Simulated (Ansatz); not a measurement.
## A computed series for MgO: pressure series

Start from MgO in the wurtzite structure (space group P6_3mc, No. 186; a = 3.303 Å, c = 5.021 Å; a cell from a computed database, its experimental status unchecked).

Cell and atoms are relaxed at each pressure.

The values are results of PBEsol (Ansatz, a quantum-chemistry and plane-wave program), no SOC, not measurements.

Computed cases, in order: pressure −2 GPa; pressure −1 GPa; 0 GPa (base); pressure 0.3 GPa; pressure 0.7 GPa; pressure 1.5 GPa; pressure 3 GPa; pressure 5 GPa; pressure 7.5 GPa; pressure 10 GPa.

Question: Between which two neighbouring cases does the space group change?

Answer: Between pressure 0.7 GPa (P6_3mc (No. 186)) and pressure 1.5 GPa (P6_3/mmc (No. 194)). The whole series: pressure −2 GPa: P6_3mc (No. 186); pressure −1 GPa: P6_3mc (No. 186); 0 GPa (base): P6_3mc (No. 186); pressure 0.3 GPa: P6_3mc (No. 186); pressure 0.7 GPa: P6_3mc (No. 186); pressure 1.5 GPa: P6_3/mmc (No. 194); pressure 3 GPa: P6_3/mmc (No. 194); pressure 5 GPa: P6_3/mmc (No. 194); pressure 7.5 GPa: P6_3/mmc (No. 194); pressure 10 GPa: P6_3/mmc (No. 194).

From pressure 1.5 GPa on, the axis ratios lie over 15 % from the base's, so the cell there is far from its starting form. Load acts through the strain it causes; cell and atoms are relaxed under it. No phonon test of stability was made. No other phases were tried under pressure. Along this pressure series the structure jumps between pressure 0.7 GPa and pressure 1.5 GPa; cells beyond that are another form of it. This is not the structure that MgO has at room temperature and ambient pressure.
